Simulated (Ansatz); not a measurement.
**What uniaxial strain ε_xx = −1.80 % does to TiO2**

Consider TiO2 in the anatase structure (space group I4_1/amd, No. 141; a = 3.770 Å, c = 9.552 Å). Axes: x, y, z lie along a, b, c of the conventional cell.

Modification: the cell is compressed by 1.80 % along x with no lateral relaxation, atoms relaxed at fixed cell.

The values are results of PBEsol/PAW in Ansatz (a first-principles code), scalar-relativistic without spin-orbit coupling, not measurements. k-mesh 12×12×12 (Γ-centred); smearing 0.05 eV (Fermi–Dirac).

The volume per atom drops by 0.20 Å³ to 11.11 Å³ and the energy goes up by 4.3 meV/atom. The pressure (mean of the normal stresses, compression positive) goes from zero to 4.27 GPa and the band gap rises by 0.058 eV, from 2.11 eV to 2.16 eV. The gap character amounts to indirect, Γ–T (87 % along) → Γ and the largest internal atomic displacement amounts to 0.019 Å. The stress (xx, yy, zz, yz, xz, xy; compression positive) is (6.92, 2.95, 2.95, 0.00, 0.00, 0.00) GPa.

Cost of the whole job for the changed cell (relaxation, final SCF and bands): roughly 100 core-seconds.

Stability against distortions was not tested. All final runs are without spin polarisation. Labels are those of the standard path for the cell's own space group.
